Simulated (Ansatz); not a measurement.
What holes 1.0×10^21 cm⁻³ does to BeTe

Take BeTe in the zinc blende structure (space group F-43m, No. 216; a = 5.657 Å) as the base.

Now apply this change: hole doping at 1.0×10^21 cm⁻³ (0.0453 per cell), with a uniform compensating background at fixed cell and a 300 K Fermi–Dirac width.

Level of theory: Kohn–Sham DFT with the r2SCAN functional, run in Ansatz (a first-principles code) with PAW and 500 eV plane waves, scalar-relativistic without spin-orbit coupling. Γ-centred 23×23×23 mesh, Fermi–Dirac width 0.0259 eV.

```csv
quantity,base,changed,shift
gap between the host's bands,2.38 eV,2.40 eV,+0.029 eV
gap character,"indirect, Γ → X","indirect, Γ → X",–
"valley order (the lowest conduction-band minima on the path, energy above the VBM, named in the base's zone)",X along ⟨100⟩ 2.38 eV; L along ⟨111⟩ 3.51 eV,X along ⟨100⟩ 2.40 eV; L along ⟨111⟩ 3.53 eV,–
Fermi level relative to the doped band's edge (positive inside the band; to 0.05 eV),–,+0.25 eV,–
```

Final structure:

```yaml
crystal:
  lattice:
    - [0.00000, 2.82851, 2.82851]
    - [2.82851, 0.00000, 2.82851]
    - [2.82851, 2.82851, 0.00000]
  atoms:
    - { symbol: Te, position: [0.25000, 0.25000, 0.25000] }
    - { symbol: Be, position: [0.00000, 0.00000, 0.00000] }
```
Cell charge +0.045259.

Cost of the whole job for the changed cell (relaxation, final SCF and bands): around 90 core-seconds (rough).

Charged cell with a jellium background: band edges are those of the host's band count, energies are not comparable with the neutral cell, and many-body gap narrowing is missing. With Te present, leaving out spin-orbit coupling can change the band edges. No phonon test of stability was made.
